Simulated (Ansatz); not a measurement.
```xyz
3
Lattice="3.5475 0.0000 0.0103 -1.7737 3.0722 -0.0051 0.0162 0.0000 5.5768" Properties=species:S:1:pos:R:3 pbc="T T T"
Hf     0.0000     0.0000     0.0000
S      1.7700     1.0240     1.4657
S      0.0199     2.0482     4.1163
```

No spin polarisation.

All numbers come from Ansatz (an electronic-structure program) PBEsol-D3(BJ), scalar-relativistic without spin-orbit coupling. Γ-centred 11×11×6 mesh, Fermi–Dirac width 0.05 eV.

Question: What smallest direct gap does the calculation give?

Answer: 1.49 eV.

Question: Predict the stress (xx, yy, zz, yz, xz, xy; compression positive).

Answer: (0.01, 0.01, 0.01, 0.00, -0.11, -0.03) GPa.

Spin-orbit coupling, missing from the scalar runs, can matter with Hf. The cells carry an imposed strain or load. No phonon test of stability was made. The cell was made from HfS$_{2}$ in the CdI2 type structure (space group P-3m1, No. 164; layered, stacked along the Cartesian z axis) by this change: tensor shear ε_xz = +0.29 %.
